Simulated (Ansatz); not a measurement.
```cif
data_La2Ru2Si2
_chemical_formula_sum 'La2 Si2 Ru2'
_space_group_name_H-M_alt 'P4/nmm :1'
_space_group_IT_number 129
_space_group_name_Hall 'P 4ab 2ab -1ab'
_cell_length_a 4.20887
_cell_length_b 4.20887
_cell_length_c 7.03046
_cell_angle_alpha 90.000
_cell_angle_beta 90.000
_cell_angle_gamma 90.000
loop_
_space_group_symop_operation_xyz
  'x, y, z'
  '-y+1/2, x+1/2, z'
  '-x, -y, z'
  'y+1/2, -x+1/2, z'
  'x+1/2, -y+1/2, -z'
  '-y, -x, -z'
  '-x+1/2, y+1/2, -z'
  'y, x, -z'
  '-x+1/2, -y+1/2, -z'
  'y, -x, -z'
  'x+1/2, y+1/2, -z'
  '-y, x, -z'
  '-x, y, z'
  'y+1/2, x+1/2, z'
  'x, -y, z'
  '-y+1/2, -x+1/2, z'
loop_
_atom_site_label
_atom_site_type_symbol
_atom_site_symmetry_multiplicity
_atom_site_Wyckoff_symbol
_atom_site_fract_x
_atom_site_fract_y
_atom_site_fract_z
_atom_site_occupancy
La1 La 2 c 0.00000 0.50000 0.31868 1
Si1 Si 2 c 0.50000 0.00000 0.16826 1
Ru1 Ru 2 a 0.00000 0.00000 0.00000 1
```

LaRuSi (P4/nmm), PBEsol, DFPT electron-phonon coupling, linearised Boltzmann equation (plane waves, PAW, scalar-relativistic; Ansatz, a first-principles code): the phonon-limited resistivity at 300 K is 49.9 μΩ·cm (x, the basal plane), 49.9 μΩ·cm (y, the basal plane), 35.5 μΩ·cm (z, c). Third figures are kept for the arithmetic.

### Question
How anisotropic is it, and between which bounds lies a dense polycrystal with random grains and no boundary scattering?

### Answer
Largest over smallest: 1.41. Upper bound, grains in series: (49.9 + 49.9 + 35.5)/3 = 45 μΩ·cm. Lower bound, grains side by side: 3/Σ(1/ρ) = 44 μΩ·cm. The best single-crystal direction lies 19 % under the lower bound.

A metal at this level (no band gap). Only scattering by harmonic phonons is included (no impurities, grain boundaries, electron-electron scattering or thermal expansion). Spin-orbit coupling is left out. The run warned that the eigensolver left some states short of its tolerance. Halving the electron mesh (20x20x12) moves the resistivity by up to 2 % at 300 K, the mean free path by up to 2 %. Smearing 0.20 eV; phonons on a 3x3x2 q mesh, which this run doesn't test.

Formula and space group known from diffraction (Crystallography Open Database), not checked to be the room-temperature form: LaRuSi (P4/nmm).
